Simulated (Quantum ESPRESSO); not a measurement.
A self-consistent single point of SiC (P6_3mc, 12 atoms in the cell) with Quantum ESPRESSO.

Method: Wu-Cohen GGA, GBRV 1.5 ultrasoft (PBE) pseudopotentials (plane waves; Quantum ESPRESSO).

```xyz
12
Lattice="3.1095 0.0000 0.0000 -1.5548 2.6929 0.0000 0.0000 0.0000 15.2596" Properties=species:S:1:pos:R:3 pbc="T T T"
Si     0.0000     1.7953    12.7111
Si     1.5548     0.8976     5.0813
Si     1.5548     0.8976    10.1705
Si     0.0000     1.7953     2.5407
Si     0.0000     0.0000     7.6257
Si     0.0000     0.0000    15.2555
C      0.0000     0.0000    13.3426
C      0.0000     0.0000     5.7127
C      0.0000     1.7953    10.8038
C      1.5548     0.8976     3.1740
C      1.5548     0.8976     8.2634
C      0.0000     1.7953     0.6336
```

Reference input (self-consistent single point, DFT, PBE, plane waves, GBRV 1.5 ultrasoft (PBE) pseudopotentials): ecutwfc = 40 Ry; ecutrho = 200 Ry; occupations = fixed; potentials = {Si: si_pbe_v1.uspp.F.UPF, C: c_pbe_v1.2.uspp.F.UPF}; K_POINTS = automatic 6 6 2 0 0 0; nbnd = 28; conv_thr = 1e-09 Ry; mixing_beta = 0.7. This run's input differs from it in these lines:

```diff
@@ -15,2 +15,3 @@
     nbnd = 28
+    input_dft = 'wc'
 /
```

Output, abridged:

```
     Self-consistent Calculation

     iteration #  1     ecut=    40.00 Ry     beta= 0.70

     total energy              =    -125.65863142 Ry
     estimated scf accuracy    <       2.40002823 Ry

     iteration #  2     ecut=    40.00 Ry     beta= 0.70

     total energy              =    -126.41493839 Ry
     estimated scf accuracy    <       0.79857577 Ry

     iteration #  3     ecut=    40.00 Ry     beta= 0.70

     total energy              =    -126.51495008 Ry
     estimated scf accuracy    <       0.01639336 Ry

   [... 8 blocks of this kind left out ...]

     iteration # 12     ecut=    40.00 Ry     beta= 0.70

     total energy              =    -126.52244040 Ry
     estimated scf accuracy    <          1.2E-09 Ry

     iteration # 13     ecut=    40.00 Ry     beta= 0.70
     End of self-consistent calculation

     highest occupied, lowest unoccupied level (ev):     9.1082   11.0405

!    total energy              =    -126.52244040 Ry
     estimated scf accuracy    <          3.1E-11 Ry

     convergence has been achieved in  13 iterations

     Forces acting on atoms (cartesian axes, Ry/au):

     atom    1 type  1   force =     0.00000000   -0.00000000    0.00007752
     atom    2 type  1   force =    -0.00000000   -0.00000000    0.00007752
     atom    3 type  1   force =    -0.00000000   -0.00000000    0.00014535
     atom    4 type  1   force =     0.00000000   -0.00000000    0.00014535
     atom    5 type  1   force =    -0.00000000   -0.00000000    0.00030250
     atom    6 type  1   force =    -0.00000000   -0.00000000    0.00030250
   [... lines left out ...]

     Total force =     0.000686     Total SCF correction =     0.000004

          total   stress  (Ry/bohr**3)                   (kbar)     P=      -51.76
  -0.00034838   0.00000000   0.00000000          -51.25        0.00        0.00
   0.00000000  -0.00034838   0.00000000            0.00      -51.25        0.00
   0.00000000   0.00000000  -0.00035884            0.00        0.00      -52.79

   JOB DONE.
```

The run converged in 13 iterations. Against the reference run the pressure goes from -3.19 to -5.18 GPa, the largest force hardly changes (0.005 to 0.008 eV/Å) and the gap on the mesh goes from 2.040 to 1.932 eV.

The starting cell comes from a database of computed structures (which also holds hypothetical and non-ambient phases and stackings), without a prior relaxation at this level. Its lattice was rescaled by a random factor within 2.5 % of one. With a pressure of about -5 GPa the cell is away from its equilibrium volume at this level.

Cost on one core of a shared machine: roughly 30 s.
